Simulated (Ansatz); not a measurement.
This Ansatz (a quantum-chemistry and plane-wave program) input is the reference run, CsPbCl3 in the cubic perovskite structure (space group Pm-3m, No. 221), computed with Kohn–Sham DFT with the PBE functional, run in Ansatz with PAW and 420 eV plane waves, no spin-orbit coupling:

Ansatz 0.2 input:
```yaml
crystal:
  lattice:
    - [5.7356046695, 0, 0]
    - [0, 5.7356046695, 0]
    - [0, 0, 5.7356046695]
  atoms:
    - { symbol: Cs, position: [0, 0, 0] }
    - { symbol: Pb, position: [0.5, 0.5, 0.5] }
    - { symbol: Cl, position: [0, 0.5, 0.5] }
    - { symbol: Cl, position: [0.5, 0.5, 0] }
    - { symbol: Cl, position: [0.5, 0, 0.5] }
basis: { ecutwfc: 420, ecutrho_ratio: 4, xc_grid: 2, fft_grid_basis: typed }
kpoints: { mp_grid: { grid: [8, 8, 8] } }
hamiltonian:
  xc: pbe
  dispersion: none
  pseudopotentials: { kind: paw }
scf: { occupations: { method: fermi_dirac, width: 0.0259 }, convergence: { dr2_threshold: 0.0000000005 } }
output: { forces: true, stress: true }
checkpoint: { write: state.ck, write_every: 1000 }
```

Task: Write the input for this change: 0.943 electrons added to each cell, a density of 5.0×10^21 cm⁻³, with a uniform compensating background at fixed cell and a 300 K Fermi–Dirac width.

Result: 
Ansatz 0.2 input:
```yaml
crystal:
  lattice:
    - [5.7356046695, 0, 0]
    - [0, 5.7356046695, 0]
    - [0, 0, 5.7356046695]
  atoms:
    - { symbol: Cs, position: [0, 0, 0] }
    - { symbol: Pb, position: [0.5, 0.5, 0.5] }
    - { symbol: Cl, position: [0, 0.5, 0.5] }
    - { symbol: Cl, position: [0.5, 0.5, 0] }
    - { symbol: Cl, position: [0.5, 0, 0.5] }
basis: { ecutwfc: 420, ecutrho_ratio: 4, xc_grid: 2, fft_grid_basis: typed }
kpoints: { mp_grid: { grid: [8, 8, 8] } }
hamiltonian:
  xc: pbe
  dispersion: none
  pseudopotentials: { kind: paw }
total_charge: -0.943426
scf: { occupations: { method: fermi_dirac, width: 0.0259 }, convergence: { dr2_threshold: 0.0000000005 } }
relax: { f_tol: 0.005, max_steps: 30 }
output: { forces: true, stress: true }
checkpoint: { write: state.ck, write_every: 1000 }
```
This is the input that was run.

Carriers are added with a uniform compensating background; total energy and stress of such cells depend on the potential's zero and are not compared; many-body gap narrowing is missing at this level. No phonon test of stability was made. Many cubic perovskites are stable only at high temperature; tilts and polar distortions were not tested. This is not the structure that CsPbCl3 has at room temperature and ambient pressure.
